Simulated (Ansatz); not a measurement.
Abridged Ansatz (an electronic-structure program) output:

```
Pseudopotential: Sb, paw, valence charge 15
Pseudopotential: Ca, paw, valence charge 10
Crystal: 5 atoms, lattice volume = 170.155 Å³
Basis set: ecut = 420 eV, 3331 PW (Γ), exchange–correlation on 72×72×100 points (8 copies of the dense FFT grid, shifted against one another)
Bands: 35, of which v1, the nominal top of the filled ones, is band 30 counted from 1 (29 counted from 0)
Symmetry: 12 space group operations
k-points: 94 of 847
Functional: x = pbe(κ = 0.804, μ = 0.2195149727645171), c = pbe(β = 0.06672455060314922)
SCF iter   1: F=—  HF=-18424.547540 eV  |F-HF|=—  |Δ(HF+E_count)|=         —  Δρ=1.22e-3  dr2=7.23e-3  ethr=1.77e-3  ⟨swp⟩=10.6  Hψ=16835  notcnv=0
SCF iter   2: F=—  HF=-18424.548905 eV  |F-HF|=—  |Δ(HF+E_count)|=   1.36e-3  Δρ=8.47e-4  dr2=3.30e-3  ethr=1.21e-5  ⟨swp⟩=2.3  Hψ=5192  notcnv=0
SCF 1 converged in 10 iterations: F = -18424.548555 eV  dr2 = 4.09e-11
SCF converged after 10 iterations
Free energy (F): -18424.548555 eV
Internal energy: -18424.548550 eV  (E = F + TS)
E sigma→0 (E₀):  -18424.548553 eV
Entropy (-TS):   -0.000005 eV (-0.001 meV/atom)
Fermi energy:    7.157215 eV
--- Forces (eV/Å), atoms counted from 1 ---
  atom   1  Sb     0.00000000     0.00000000     0.00136928
  atom   2  Sb    -0.00000000    -0.00000000    -0.00136928
  atom   3  Ca    -0.00000000     0.00000000     0.00000000
  atom   4  Ca    -0.00000000    -0.00000000     0.00026302
  atom   5  Ca    -0.00000000     0.00000000    -0.00026302
--- Stress (GPa, compression-positive) ---
        0.004707       0.000000       0.000000
        0.000000       0.004707       0.000000
        0.000000       0.000000      -0.001461
  P = ⅓ Tr σ = 0.0027 GPa (0.027 kbar)
```

Problem. What was computed, and what are the main results?

Solution. Ca3Sb2, 5 atoms in the cell, with PBE in Ansatz (plane waves to 420 eV, PAW, no spin-orbit coupling). The last SCF converged to F = -18424.548555 eV, or -3684.9097 eV per atom, at a pressure of 0.00 GPa. The total energy compares only with runs of the same code, potentials and settings.

Spin-orbit coupling, missing from the scalar runs, can matter with Sb. No phonon test of stability was made. The cell was made from Mg3Sb2 by this change: Mg → Ca; the result is a hypothetical phase, not in the database extracts checked.
